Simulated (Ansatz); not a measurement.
Results of PBEsol (Ansatz, a program for electronic structure, plane waves, PAW) for cubic perovskite TlMnCl3.

Settings: plane-wave cutoff 520 eV, 8×8×8 k mesh, Fermi–Dirac smearing 0.01 eV, spin-polarised start, scalar-relativistic PAW data made under PBE.

A third-order Birch–Murnaghan fit to the energies gives V0 = 24.225 Å³/atom, B0 = 40.8 GPa, B′ = 4.6.

| V (Å³/atom) | P (GPa) |
|---|---|
| 22.771 | ? |
| 23.255 | 1.833 |
| 23.740 | 0.865 |
| 24.224 | 0.001 |
| 24.709 | -0.772 |
| 25.193 | ? |
| 25.678 | -2.077 |

**Question.** Estimate the withheld pressures from this fit; the answers are the runs' own values.

**Answer.** 
- 22.771, P (GPa): 2.917
- 25.193, P (GPa): -1.462

The formula P = (3/2) B0 (x^(7/3) − x^(5/3)) [1 + (3/4)(B′ − 4)(x^(2/3) − 1)] with x = V0/V meets the computed pressures within 0.01 GPa when these rounded values are put in.

Note: the magnetic order was assumed, not searched for or taken from measurement; the relaxation could not lower the start's symmetry, so the cell can be a saddle point above a distorted one.

Spin–orbit coupling is not included; it can shift volumes and moduli of such heavy elements.

Computed values are for the static lattice.
